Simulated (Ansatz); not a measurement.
For GaSb (model structure, from the CsCl type, Pm-3m, No. 221), LDA (Ansatz, a quantum-chemistry and plane-wave program, PAW) gives:

| Property | Value |
|---|---|
| lattice constant a | 3.515 Å |
| bulk modulus B0 | 62.0 GPa |
| cohesive energy | 3.41 eV/atom |

**Question.** What does r²SCAN in Ansatz (plane waves, PAW) give for the same quantities?

**Answer.** 
- lattice constant a: 3.584 Å (grows by 2.0 %)
- bulk modulus: 52.7 GPa (drops by 15 %)
- cohesive energy: 2.42 eV/atom (falls by 0.99 eV/atom)

Changes are worked out from the printed values.

Unless a cell is named, each level is at its own relaxed cell (LDA 21.71, r²SCAN 23.01 Å³/atom).

Levels without +SOC leave out spin–orbit coupling, which shifts energies and cells of such heavy elements.

Caveats: the bulk modulus is −V dP/dV from two relaxed cells at ±2 % in volume (LDA, r²SCAN). Ansatz's density-functional and Hartree–Fock values are scalar-relativistic unless marked +SOC, with PAW data made under PBE.

A model structure was made by putting elements into a prototype or built by hand; it is no filed structure, need not be a known phase, and can be a saddle point held by its symmetry.
